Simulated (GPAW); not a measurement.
A user runs GPAW on Mg₅Zn (Amm2, 6 atoms in the cell) and asks whether the run is sound. The aim is a self-consistent single point with DFT LDA (Perdew-Wang 92), plane waves, GPAW PAW datasets LDA (gpaw-data 1.0.1).

Cell that was meant: a = 4.9601 Å, b = 8.0876 Å, c = 8.0876 Å, α = 22.45°, β = 90.00°, γ = 90.00°.

Part of the input:

```python
              cell=[[4.960130, 0.000000, 0.000000],
                    [0.000000, 1.574520, 7.932835],
                    [0.000000, -1.574520, 7.932835]],
              positions=[[0.500000, 0.998550, 0.998550],
                         [0.500000, 0.671470, 0.671470],
                         [0.500000, 0.331220, 0.331220],
                         [0.000000, 0.562100, 0.562100],
                         [0.000000, 0.880210, 0.880210],
                         [0.000000, 0.223110, 0.223110]],
              pbc=True)

calc = GPAW(mode=PW(850),
```

Output, abridged:

```
Input parameters:
  convergence: {density: 1e-05}
  kpts: [5 7 7]
  maxiter: 120
  mode: {ecut: 850.0,
         name: pw}
  nbands: -12
   [... lines left out ...]
   5 Zn     0.000000    0.223110    0.223110    ( 0.0000,  0.0000,  0.0000)

Unit cell:
           periodic     x           y           z      points  spacing
  1. axis:    yes    4.960130    0.000000    0.000000    35     0.1417
  2. axis:    yes    0.000000    1.574520    7.932835    56     0.0552
  3. axis:    yes    0.000000   -1.574520    7.932835    56     0.0552

  Lengths:   4.960130   8.087582   8.087582
  Angles:   22.452488  90.000000  90.000000

Effective grid spacing dv^(1/3) = 0.1041
     iter     time        total  log10-change:
                         energy   eigst   dens
iter:   1 --:--:--  1546.032638
iter:   2 --:--:--  1538.716160   +1.60  -0.88
iter:   3 --:--:--  1558.689397   +1.02  -0.90
iter:   4 --:--:--  1595.780852   +0.57  -0.99
iter:   5 --:--:--  1598.360499   +0.12  -1.30
   [... 2 lines left out ...]
iter:   8 --:--:--  1605.819257   -0.83  -1.70
iter:   9 --:--:--  1605.879519   -1.15  -1.93
iter:  10 --:--:--  1605.953485   -1.47  -2.10
iter:  11 --:--:--  1605.972053   -1.77  -2.46
iter:  12 --:--:--  1605.972920c  -2.09  -2.53
iter:  13 --:--:--  1605.976452c  -2.37  -2.58
iter:  14 --:--:--  1605.976568c  -2.64  -2.79
iter:  15 --:--:--  1605.977848c  -2.90  -2.85
iter:  16 --:--:--  1605.978014c  -3.17  -3.06
   [... 12 lines left out ...]
iter:  29 --:--:--  1605.978264c  -6.33  -4.41
iter:  30 --:--:--  1605.978275c  -6.52  -4.45
iter:  31 --:--:--  1605.978274c  -6.76  -4.89
iter:  32 --:--:--  1605.978265c  -6.97  -4.91
iter:  33 --:--:--  1605.978266c  -7.21  -5.09c
iter:  34 --:--:--  1605.978270c  -7.41c -5.16c
Converged after 34 iterations.

Dipole moment: (-9.942381, -8.797328, 6.761465) |e|*Ang

Energy contributions relative to reference atoms: (reference = -75924.051787)

Kinetic:       +2844.619133
Potential:     -1042.300818
External:        +0.000000
XC:            -260.866297
Entropy (-ST):   -0.061953
Local:          +64.557229
SIC:             +0.000000
--------------------------
Free energy:   +1605.947294
Extrapolated:  +1605.978270

Showing only first 2 kpts
 Kpt  Band  Eigenvalues  Occupancy
  0    29     -1.87418    2.00000
  0    30     -1.25641    2.00000
  0    31      1.25971    0.00366
  0    32      2.40449    0.00000

  1    29     -1.62319    2.00000
  1    30     -0.75460    2.00000
  1    31      1.07974    0.04877
  1    32      2.58629    0.00000

   [... lines left out ...]
Fermi level: 0.70073
Gap: 0.126 eV
Direct gap: 0.389 eV
   [... lines left out ...]
  2 Mg  757.56369 -998.59623 -994.80360
  3 Mg -1286.82704 -841.15785 -846.54135
  4 Mg -913.38266  865.13384  863.57428
  5 Zn -415.85941 -425.00474 -421.87565

Stress tensor:
   -10.547196    -1.618835    -1.633649
    -1.618835    -9.447754    -9.512399
    -1.633649    -9.512399    -9.486380
Stress (GPa, Voigt): [-1689.847  -1513.697  -1519.8856 -1524.0544  -261.7395  -259.3659]
```

Problem. Can these results be used? Check the input.

Solution. The run is not sound. The fault is this: fractional coordinates typed as Cartesian. The same three numbers mean different points as fractional and as Cartesian coordinates. To fix it, make label and numbers agree, by changing either. The run converged in 34 iterations without an error; against the sound input the free energy rises by 270 eV/atom, the pressure goes from -1.61 to 1574 GPa and the largest force goes from 0.043 to 1901 eV/Å.

The sound input it was made from differs as follows (other fixes are possible):
```diff
-              positions=[[0.500000, 0.998550, 0.998550],
-                         [0.500000, 0.671470, 0.671470],
-                         [0.500000, 0.331220, 0.331220],
-                         [0.000000, 0.562100, 0.562100],
-                         [0.000000, 0.880210, 0.880210],
-                         [0.000000, 0.223110, 0.223110]],
+              positions=[[2.480065, 0.000000, 15.842665],
+                         [2.480065, 0.000000, 10.653321],
+                         [2.480065, 0.000000, 5.255027],
+                         [0.000000, 0.000000, 8.918093],
+                         [0.000000, 0.000000, 13.965121],
+                         [0.000000, -0.000000, 3.539790]],
```

With that input, the run converged in 20 iterations: free energy E − TS (from the program's reference atoms) -11.4773 eV; Fermi level (on the code's own zero) 4.01 eV; pressure -1.61 GPa; largest force (vector length) 0.043 eV/Å (DFT LDA (Perdew-Wang 92), plane waves, GPAW PAW datasets LDA (gpaw-data 1.0.1)).

On the sound input: the starting cell comes from a database of computed structures (which also holds hypothetical and non-ambient phases and stackings), without a prior relaxation at this level. The log's line on a gap gives a spacing of levels on this mesh, which the program prints for metals too.
